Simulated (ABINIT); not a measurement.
**A worked fit of the energy against the cutoff, with one run withheld: HfC (I4mm, 2 atoms in the cell)**

```xyz
2
Lattice="0.0000 2.3316 2.3316 2.3316 0.0000 2.3316 2.3316 2.3316 0.0000" Properties=species:S:1:pos:R:3 pbc="T T T"
Hf     0.0000     0.0000     0.0500
C      2.3316     2.3316     2.3316
```

Method of the run: LDA (PW92), norm-conserving pseudopotentials (PseudoDojo nc-sr-04 LDA standard) (plane waves; ABINIT).

Base settings: pseudos = [Hf.upf, C.upf]; ecut = 41 Ha; ixc = 7; occopt = 3; tsmear = 0.1 eV; ngkpt = 4 4 4; nshiftk = 1; shiftk = 0 0 0; potentials = PseudoDojo nc-sr-04 LDA standard; nband = 13.

The last step of the ladder, which sets the zero, is ecut = 98 Ha.

The starting cell has typed, rounded lattice constants, without a prior relaxation at this level. Its lattice was rescaled by up to half a per cent. One atom was moved a little off its site on purpose. Without a gap this mesh is coarse (it stands for a supercell whose shortest vector is 13 Å).

An empirical form for the window shown: the miss falls exponentially with the largest wave vector, which goes as √cutoff: ln(ΔF) = a + b·√cutoff.

| ecut | √cutoff (√Ha) | F less the last step's (meV/atom) | ln of it |
|---|---|---|---|
| 16 Ha | 4.000 | 1030.01 | 6.937 |
| 18 Ha | 4.243 | 608.39 | 6.411 |
| 20 Ha | 4.472 | ? | ? |
| 23 Ha | 4.796 | 161.98 | 5.087 |
| 25 Ha | 5.000 | 93.05 | 4.533 |

Task: Fit the line to the 4 rows given and predict the withheld one.

Result: Means: x̄ = 4.5098, ȳ = 5.7420. Σ(x − x̄)(y − ȳ) = -1.568 and Σ(x − x̄)² = 0.6533, so b = -2.400 and a = ȳ − b·x̄ = 16.566; ΔF halves for each 0.29 in √cutoff. The largest residual of the fitted rows is 0.033. At x = 4.472 the line gives 5.833, that is 341 meV/atom. The run gave 362.65 meV/atom, a miss of 21.65 meV/atom (6 %). The table is a window of a longer ladder. The rows were chosen because the form fits them, the withheld one included, so this shows the method and is no test of the form.

Left out of this page: 10 runs of the series outside the window shown, repeating another row's setting, or not comparable.
